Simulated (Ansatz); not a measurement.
The reference is SnTe in the rock salt structure (space group Fm-3m, No. 225; a = 6.370 Å). Axes: x, y, z lie along the cube axes.

All numbers come from Kohn–Sham DFT with the r2SCAN functional, run in Ansatz (a quantum-chemistry and plane-wave program) with PAW and 500 eV plane waves, spin-orbit coupling left out.

The change: uniaxial strain ε_zz = −4.03 %, all other strain components held at zero; the atoms relax in the strained cell.

Question: Predict the stress tensor and what it implies for the stiffness.

Answer: Stress of the strained cell less that of the base (GPa, compression positive):
```
   0.08    0.00    0.00
   0.00    0.08    0.00
   0.00    0.00    6.50
```

Then −Δσ_ii/ε with ε = -0.0403 gives secant stiffness values (nonlinear terms included at this strain): C33 ≈ 161 GPa.

As a check, the harmonic strain energy −½ V₀ Δσ:ε is 26 meV/atom; the computed energy rise is 24 meV/atom.

Whether these cells are dynamically stable was not tested.
